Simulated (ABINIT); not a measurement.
# ABINIT run on Zn (P6_3/mmc, 4 atoms in the cell): self-consistent single point

Computed with PBE, PAW (JTH v2.0 PBE PAW) (plane waves; ABINIT).

The input file:

```
# Zn, JTH v2.0 PBE PAW
pp_dirpath "./"
pseudos "Zn.GGA_PBE-JTH.xml"
acell 2.8313982331 2.8313982331 9.1100450000 Angstrom
rprim
         1.0000000000   -0.0000000191    0.0000000000
        -0.4999999835    0.8660254133    0.0000000000
         0.0000000000    0.0000000000    1.0000000000
natom 4
ntypat 1
znucl 30
typat 1 1 1 1
xcart
         0.0000000000    0.0000000000    0.0000000000
         0.0000000000    0.0000000000    8.6077450165
         0.0000000590    3.0891514192    4.3038725083
         2.6752836347    1.5445756585   12.9116175248
ecut 60 Ry
pawecutdg 120 Ry
pawxcdev 0
occopt 7
tsmear 0.272 eV
nband 31
kptopt 1
ngkpt 13 13 4
nshiftk 1
shiftk 0 0 0
nstep 100
tolvrs 1.0e-10
prtwf 0
prtden 0
enunit 1
```

Log, with long lists cut:

```
 Symmetries : space group P6_3/m m c (#194); Bravais hP (primitive hexag.)

 -outvars: echo values of preprocessed input variables --------
            acell      5.3505672337E+00  5.3505672337E+00  1.7215490108E+01 Bohr
             ecut      3.00000000E+01 Hartree
           enunit           1
              ixc     -101130
         kptrlatt       13    0    0      0   13    0      0    0    4
          kptrlen      6.88619604E+01
            natom           4
            nband          31
            ngfft          30      30      90
          ngfftdg          40      40     125
             nkpt          63
            nstep         100
             nsym          24
           ntypat           1
           occopt           7
        pawecutdg      6.00000000E+01 Hartree
         pawxcdev           0
            rprim      1.0000000000E+00 -1.9100000000E-08  0.0000000000E+00
                      -4.9999998350E-01  8.6602541330E-01  0.0000000000E+00
                       0.0000000000E+00  0.0000000000E+00  1.0000000000E+00
          spgroup         194
           tolvrs      1.00000000E-10
           tsmear      9.99581651E-03 Hartree
            typat      1  1  1  1
           useylm           1
             xred      0.0000000000E+00  0.0000000000E+00 -1.0929718380E-09
                       0.0000000000E+00  0.0000000000E+00  4.9999999891E-01
                       3.3333333333E-01  6.6666666667E-01  2.4999999891E-01
                       6.6666666667E-01  3.3333333333E-01  7.4999999891E-01
            znucl       30.00000

== DATASET  1 ==================================================================

 Real(R)+Recip(G) space primitive vectors, cartesian coordinates (Bohr,Bohr^-1):
 R(1)=  5.3505672 -0.0000001  0.0000000  G(1)=  0.1868961  0.1079045  0.0000000
 R(2)= -2.6752835  4.6337272  0.0000000  G(2)=  0.0000000  0.2158090  0.0000000
 R(3)=  0.0000000  0.0000000 17.2154901  G(3)=  0.0000000  0.0000000  0.0580872
 Unit cell volume ucvol=  4.2682483E+02 bohr^3
 Angles (23,13,12)=  9.00000000E+01  9.00000000E+01  1.20000000E+02 degrees

 Coarse grid specifications (used for wave-functions):

 getcut: wavevector=  0.0000  0.0000  0.0000  ngfft=  30  30  90
         ecut(hartree)=     30.000   => boxcut(ratio)=   2.12030

 Fine grid specifications (used for densities):

 getcut: wavevector=  0.0000  0.0000  0.0000  ngfft=  40  40 125
         ecut(hartree)=     60.000   => boxcut(ratio)=   2.06567

   1.58317788E+03                                ecore*ucvol(ha*bohr**3)

_setup2: Arith. and geom. avg. npw (full set) are    3350.220    3350.190

--- !BeginCycle
solver: {iscf: 17, nstep: 100, nline: 4, wfoptalg: 10, }
tolerances: {tolvrs: 1.00E-10, }
...

     iter   Etot(hartree)      deltaE(h)  residm     nres2
 ETOT  1  -255.65365789888    -2.557E+02 1.125E+01 7.393E+00
 ETOT  2  -257.25334880523    -1.600E+00 6.817E-01 5.510E+00
 ETOT  3  -257.24028491947     1.306E-02 2.087E-01 1.497E-01
 ETOT  4  -257.24179408546    -1.509E-03 1.855E-01 5.115E-02
 ETOT  5  -257.24208130117    -2.872E-04 4.728E-02 4.083E-02
 ETOT  6  -257.24205622767     2.507E-05 3.451E-02 3.124E-03
   [... 26 lines left out ...]
 ETOT 33  -257.24225234949     9.538E-11 2.315E-04 3.694E-09
 ETOT 34  -257.24225234944     4.957E-11 2.437E-04 1.597E-10
 ETOT 35  -257.24225234945    -1.069E-11 1.806E-04 3.381E-10
 ETOT 36  -257.24225234942     3.109E-11 1.905E-04 1.582E-10
 ETOT 37  -257.24225234940     1.120E-11 1.395E-04 6.904E-11

 At SCF step   37       nres2   =  6.90E-11 < tolvrs=  1.00E-10 =>converged.

 Cartesian components of stress tensor (hartree/bohr^3)
  sigma(1 1)=  1.03908631E-04  sigma(3 2)=  0.00000000E+00
  sigma(2 2)=  1.03908631E-04  sigma(3 1)=  0.00000000E+00
  sigma(3 3)=  9.29294655E-05  sigma(2 1)=  4.17202637E-13

 ----iterations are completed or convergence reached----

 reduced coordinates (array xred) for    4 atoms
       0.000000000000      0.000000000000     -0.000000001093
       0.000000000000      0.000000000000      0.499999998907
       0.333333333333      0.666666666667      0.249999998907
       0.666666666667      0.333333333333      0.749999998907
 cartesian forces (eV/Angstrom) at end:
    1     -0.00000000000000    -0.00000000000000    -0.00000000000000
    2     -0.00000000000000    -0.00000000000000    -0.00000000000000
    3      0.00000000000000     0.00000000000000     0.00000000000000
    4      0.00000000000000     0.00000000000000    -0.00000000000000
 frms,max,avg= 5.5087557E-21 1.3493641E-20   0.000E+00  0.000E+00  0.000E+00 e/A
 length scales=  5.350567233695  5.350567233695 17.215490108264 bohr
              =  2.831398233100  2.831398233100  9.110045000000 angstroms
 Fermi (or HOMO) energy (eV) =  10.04428   Average Vxc (eV)= -10.42557
 Eigenvalues (   eV  ) for nkpt=  63  k points:
 kpt#   1, nband= 31, wtk=  0.00148, kpt=  0.0000  0.0000  0.0000 (reduced coord)
  -0.13817    1.43308    1.45033    1.73667    2.38326    2.38326    2.38879    2.38879
   2.41747    2.46569    2.46569    2.49052    2.49052    2.59178    2.60230    2.67745
   2.67745    2.78249    2.78249    2.86732    2.86732    2.99858    2.99858    7.25995
   8.64834   17.30434   17.30634   24.17109   24.17109   25.09602   25.09603
 prteigrs : prtvol=0 or 1, do not print more k-points.

--- !EnergyTerms
comment             : Components of total free energy in Hartree
kinetic             :  2.60523089078243E+01
hartree             :  5.68351286985879E+01
xc                  : -7.01122760518860E+00
Ewald energy        : -1.75366064829484E+02
psp_core            :  3.70919818311219E+00
local_psp           : -2.26183860964965E+02
spherical_terms     :  6.47244650112596E+01
internal            : -2.57240052598854E+02
'-kT*entropy'       : -2.20024006229976E-03
total_energy        : -2.57242252838916E+02
total_energy_eV     : -6.99991768701093E+03
...

-Cartesian components of stress tensor (GPa)         [Pressure= -2.9494E+00 GPa]
- sigma(1 1)=  3.05709694E+00  sigma(3 2)=  0.00000000E+00
- sigma(2 2)=  3.05709696E+00  sigma(3 1)=  0.00000000E+00
- sigma(3 3)=  2.73407881E+00  sigma(2 1)=  1.22745233E-08

 Calculation completed.
```

The run converged in 37 iterations.

The starting cell was generated: these elements placed on a structure prototype, without a prior relaxation; it need not be a known phase or ordering of this composition. Its lattice was rescaled by a random factor within 2.5 % of one.

Cost on one core of a shared machine: roughly 7 min.
